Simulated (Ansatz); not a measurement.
The cell is made up: elements placed on another compound's structure type, so the phase may be hypothetical.

Tunnelling through a barrier is set by its complex band structure: the current falls as exp(−2κd) with the smallest κ.

Given:

```xyz
4
Lattice="2.8501 0.0000 0.0000 0.0000 4.6606 0.0000 -1.4250 0.0000 2.4683" Properties=species:S:1:pos:R:3 pbc="T T T"
B      1.4251    -0.0892     0.8228
N      1.4251     3.0548     0.8228
Al     0.0000     2.3273     1.6455
N      0.0000     0.4396     1.6455
```

Space group of this cell: P3m1. The cell was relaxed by PBE-D3(BJ).

Transport runs along the normal of the first two printed cell vectors.

The gap is the functional's own, uncorrected, and κ follows it; spin-orbit coupling is left out. Mid-gap values are interpolated between the computed energies.

Problem. Give the band gap and the smallest decay constant κ at mid-gap that PBEsol in Ansatz (a first-principles code) yields.

Solution. Gap 4.06 eV on a 12×8×12 mesh; κ = 0.308 1/Å, at the zone centre.
